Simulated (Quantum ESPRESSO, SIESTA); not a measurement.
**Equation of state of rock-salt HfC (space group 225): energy against volume (SIESTA, LDA)**

```yaml
crystal:
  lattice:
    - [0.00000, 2.22977, 2.22977]
    - [2.22977, 0.00000, 2.22977]
    - [2.22977, 2.22977, 0.00000]
  atoms:
    - { symbol: Hf, position: [0.00000, 0.00000, 0.00000] }
    - { symbol: C, position: [0.50000, 0.50000, 0.50000] }
```

Method: LDA PW92, numerical atomic orbitals DZP, PseudoDojo LDA standard norm-conserving potentials (rewritten from UPF to PSML) in SIESTA 5.4.2. Settings: XC.functional = LDA; XC.authors = PW92; potentials = PseudoDojo LDA standard; PAO.BasisSize = DZP; PAO.EnergyShift = 0.01 Ry; MeshCutoff = 390 Ry; kgrid.MonkhorstPack = 22 22 22; OccupationFunction = FD; ElectronicTemperature = 580.23 K; MaxSCFIterations = 150; SCF.Mixer.Method = Pulay; SCF.Mixer.Weight = 0.1; SCF.Mixer.History = 6; SCF.DM.Tolerance = 1.0E-04. The cell above is the first row's. The rows scale it uniformly. In all rows fractional positions and the k mesh are held. E is the free energy at the stated smearing, counted from the lowest row.

```
V (Å^3/atom)  E (meV/atom)
------------  ------------
11.086                   ?
11.327               24.63
11.568                7.46
11.809                0.00
12.050                1.26
12.291               10.31
12.532               26.11
12.773               47.94
13.014               75.40
```

Taking the third-order Birch-Murnaghan form, a cubic in V^(-2/3) for E over the 8 complete rows: With u = V^(-2/3) - 0.189, the rows have u = 0.009270, 0.006506, 0.003837, 0.001258, -0.001238, -0.003653, -0.005991, -0.008258. Least squares gives E = 4.859 - 3609.32·u + 607523·u² + 1284916·u³. Residuals (row less fit): 0.000, 0.014, -0.027, -0.022, 0.054, 0.022, -0.071, 0.029; standard error 0.052 (degrees of freedom: 4). Its minimum lies at u = 0.002943, so V0 = (0.191943)^(-3/2) = 11.89. There d²E/du² = 1238000 and d³E/du³ = 7709000, so B0 = (4/9) × 11.89^(-7/3) × 1238000 × 0.160218 = 273 GPa (the last factor turns the table's units into GPa), and B0' = 4 + (2/3) × 0.191943 × (7709000)/1238000 = 4.8. The program's pressures in the fitted runs (not shown) pass through zero at V = 11.89, 0.01 % from this V0.

Estimate the missing E (V = 11.086); what did the run itself give?

u = 0.012133, so E = 4.859 - 3609.32 × 0.012133 + 607523 × 0.012133² + 1284916 × 0.012133³ = 52.795 meV/atom. The calculation gives 52.78 meV/atom, 0.015 meV/atom below the prediction (under 0.05 % of the range of E in the table). The row lies outside the fitted rows, so this is an extrapolation. From the scatter of the fitted rows alone, a prediction at this place has a standard error of 0.153 meV/atom, so the miss is 0.1 times that.

Carrying the step between the two nearest rows on in a straight line would have given 41.80, off by 10.98; series whose last step already gives the withheld value aren't shown. The scan was laid around a cell of about the measured size, scaled by a guess for this functional. The runs keep the symmetry of the cell, so they don't test it for distortions. A plane-wave scan with the same functional (Quantum ESPRESSO, GBRV) gives V0 = 12.00 Å^3/atom and B0 = 265 GPa; a Birch-Murnaghan fit to all rows here lies -0.9 % from it in V0 and 3 % in B0; the two differ in basis, and may differ in potentials and mesh. Values carry the incompleteness of an atom-centred basis. Spin-orbit coupling is off. Cutoffs and mesh are single choices, not tested for convergence of this quantity. Series with a scatter that would blur these digits, or in which a gap closes, are not shown. Nor are scans whose minimum lies at an end fitted in this form.
